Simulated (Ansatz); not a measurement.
Base system: CsBr in the CsCl type structure (space group Pm-3m, No. 221).

```yaml
crystal:
  lattice:
    - [4.32348, 0.00000, 0.00000]
    - [0.00000, 4.32348, 0.00000]
    - [0.00000, 0.00000, 4.32348]
  atoms:
    - { symbol: Cs, position: [0.00000, 0.00000, 0.00000] }
    - { symbol: Br, position: [0.50000, 0.50000, 0.50000] }
```

Cartesian axes are those of the cell as printed.

The values are results of plane-wave PAW DFT at the r2SCAN level (Ansatz, an electronic-structure program, 500 eV), no spin-orbit coupling, not measurements.

Before the change:

The band gap is 5.19 eV.

It is then changed as follows: a free-standing slab of 4 layers (8 atoms, 2 a layer) is cut normal to [110], with 15 Å of vacuum and the in-plane cell held at bulk.

**Question.** Predict the new band gap, excess energy per area of both faces and gap character.

**Answer.** The band gap drops by 0.53 eV (5.19 eV → 4.66 eV); the excess energy per area of both faces (slab less bulk energy over the cell's area: twice a surface energy) amounts to 0.34 J/m²; the gap character comes out as direct at Γ.

The excess energy carries the mismatch between the slab's and the bulk's meshes. Whether these cells are dynamically stable was not tested. k-point labels follow each cell's own Brillouin zone.
